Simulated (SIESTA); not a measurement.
A self-consistent single point of a (111) slab of Ca (cut from a parent of space group no. 225; 3 atoms in the cell) with SIESTA.

Method: SIESTA with GGA PBEsol, numerical atomic orbitals TZP, PseudoDojo PBEsol standard norm-conserving potentials (rewritten from UPF to PSML).

The change in words: vacuum of 4 angstrom (first run: 14 Å). Reference geometry:
```
Ca
1.0
    3.95749     0.00000     0.00000
    1.97875     3.42729     0.00000
    0.00000     0.00000    20.46258
Ca
3
Direct
  0.00000   0.00000   0.34209
  0.33333   0.33333   0.50000
  0.66667   0.66667   0.65791
```

Reference input (self-consistent single point, DFT, GGA PBEsol, numerical atomic orbitals TZP, PseudoDojo PBEsol standard norm-conserving potentials (rewritten from UPF to PSML)): XC.functional = GGA; XC.authors = PBEsol; potentials = PseudoDojo PBEsol standard; PAO.BasisSize = TZP; PAO.EnergyShift = 0.01 Ry; MeshCutoff = 300 Ry; kgrid.MonkhorstPack = 9 9 1; OccupationFunction = MP; OccupationMPOrder = 0; ElectronicTemperature = 0.1 eV; MaxSCFIterations = 150; SCF.Mixer.Method = Broyden. This run's input differs from it in these lines:

```diff
@@ -13,3 +13,3 @@
      1.978746000    3.427289000    0.000000000
-     0.000000000    0.000000000   20.462580000
+     0.000000000    0.000000000   10.462574000
 %endblock LatticeVectors
@@ -17,5 +17,5 @@
 %block AtomicCoordinatesAndAtomicSpecies
-     0.000000000    0.000000000    0.342088000  1
+     0.000000000    0.000000000    0.191158000  1
      0.333333000    0.333333000    0.500000000  1
-     0.666667000    0.666667000    0.657912000  1
+     0.666667000    0.666667000    0.808842000  1
 %endblock AtomicCoordinatesAndAtomicSpecies
```

Output, abridged:

```
        iscf     Eharris(eV)        E_KS(eV)     FreeEng(eV)     dDmax    Ef(eV) dHmax(eV)
   scf:    1    -3146.813053    -3150.552782    -3150.560944  0.942518 -2.950351  2.746620
   scf:    2    -3150.683702    -3150.626618    -3150.635721  0.041391 -2.952339  2.227688
   scf:    3    -3150.742886    -3150.688802    -3150.698567  0.048548 -2.970949  1.659579
   scf:    4    -3150.811028    -3150.756756    -3150.766744  0.085729 -3.039940  0.027431
   scf:    5    -3150.756886    -3150.756826    -3150.766787  0.001771 -3.040003  0.019306
   [... 15 lines left out ...]
   scf:   21    -3150.757143    -3150.757143    -3150.766869  0.000014 -3.038446  0.000439
   scf:   22    -3150.757143    -3150.757143    -3150.766869  0.000012 -3.038454  0.000398
   scf:   23    -3150.757143    -3150.757143    -3150.766869  0.000010 -3.038461  0.000362
   scf:   24    -3150.757143    -3150.757143    -3150.766869  0.000009 -3.038468  0.000329
SCF Convergence by DM+H criterion
max |DM_out - DM_in|         :     0.0000088148
max |H_out - H_in|      (eV) :     0.0003286117
SCF cycle converged after 24 iterations

Using DM_out to compute the final energy and forces

siesta: E_KS(eV) =            -3150.7571

siesta: E_KS - E_eggbox =     -3150.7571

siesta: Atomic forces (eV/Ang):
     1   -0.000002   -0.000001   -0.476873
     2    0.000002    0.000001   -0.000000
     3   -0.000001   -0.000000    0.476873
   Tot    0.000000    0.000000   -0.000000
   Max    0.476873
   Res    0.224800    sqrt( Sum f_i^2 / 3N )
   Max    0.476873    constrained

Stress tensor Voigt[x,y,z,yz,xz,xy] (kbar):      -23.36      -23.34       13.86       -0.00       -0.00       -0.02
(Free)E + p*V (eV/cell)    -3149.7971
Target enthalpy (eV/cell)    -3150.7669

   [... lines left out ...]
siesta: FreeEng =     -3150.766869
   [... lines left out ...]
siesta:    -0.014583   -0.000013   -0.000000
siesta:    -0.000013   -0.014568   -0.000000
siesta:    -0.000000   -0.000000    0.008650

siesta: Cell volume =        141.908832 Ang**3

siesta: Pressure (static):
siesta:                Solid            Molecule  Units
siesta:           0.00007443         -0.00000441  Ry/Bohr**3
siesta:           0.00683385         -0.00040514  eV/Ang**3
siesta:          10.94903402         -0.64910006  kBar
```

The run converged in 24 iterations. Against the reference run the free energy falls by 274 meV/atom and the largest force goes from 0.213 to 0.477 eV/Å.

The starting cell has typed, rounded lattice constants, without a prior relaxation at this level. The slab is cut from that crystal, and its faces are unrelaxed. Its lattice was rescaled by up to half a per cent. Values carry the incompleteness of an atom-centred basis.
